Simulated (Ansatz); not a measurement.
Effect of pressure 30 GPa on ZrS2

Consider ZrS₂ in the CdI2 type structure (space group P-3m1, No. 164; a = 3.6348 Å, c = 5.7202 Å; layered, stacked along the Cartesian z axis).

It is then changed as follows: cell and atoms relaxed at a pressure of 30 GPa.

Method: plane-wave PAW DFT at the PBE-D3(BJ) level (Ansatz, a quantum-chemistry and plane-wave program, 420 eV), no SOC. Γ-centred 10×10×6 mesh, Fermi–Dirac width 0.05 eV.

```tsv
quantity	base	changed	shift
volume per atom	21.82 Å³	15.76 Å³	-6.06 Å³
density	3.94 g/cm³	5.46 g/cm³	+1.52 g/cm³
lattice parameter a	3.635 Å	3.276 Å	-0.359 Å
c/a ratio	1.574	1.552	-0.0213
shortest interatomic distance	2.557 Å	2.443 Å	-0.114 Å
enthalpy H = E + PV relative to the base's energy	–	+3.37 eV/atom	–
band gap	0.66 eV	zero	–
```

Cost of the whole job for the changed cell (relaxation, final SCF and bands): very roughly 28 core-seconds.

A case with no gap was solved on a k-mesh chosen for an insulator, which is coarse for it. Load acts through the strain it causes; cell and atoms are relaxed under it. No phonon test of stability was made. Competing high-pressure phases were not computed. The final runs are not spin-polarised.
